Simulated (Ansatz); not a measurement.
Here is the system:

```xyz
2
Lattice="0.0000 2.5889 2.5889 2.5889 0.0000 2.5889 2.5889 2.5889 0.0000" Properties=species:S:1:pos:R:3 pbc="T T T"
Se     3.8833     3.8833     3.8833
Be     0.0000     0.0000     0.0000
```

No spin polarisation.

0.347 electrons added to each cell, a density of 1.0×10^22 cm⁻³, with a uniform compensating background at fixed cell and a 300 K Fermi–Dirac width.

Computed with PBE/PAW in Ansatz (a quantum-chemistry and plane-wave program), without spin-orbit coupling. Settings: 25×25×25 k-points, 0.0259 eV Fermi–Dirac smearing.

**Question.** What Fermi level relative to the doped band's edge (positive inside the band; to 0.05 eV) does the calculation give?

**Answer.** +1.40 eV.

**Question.** Predict the gap between the host's bands.

**Answer.** 2.51 eV.

Charged cell with a jellium background: band edges are those of the host's band count, energies are not comparable with the neutral cell, and many-body gap narrowing is missing. No phonon test of stability was made. The cell was made from BeSe in the zinc blende structure (space group F-43m, No. 216) by this change: electrons 1.0×10^22 cm⁻³.
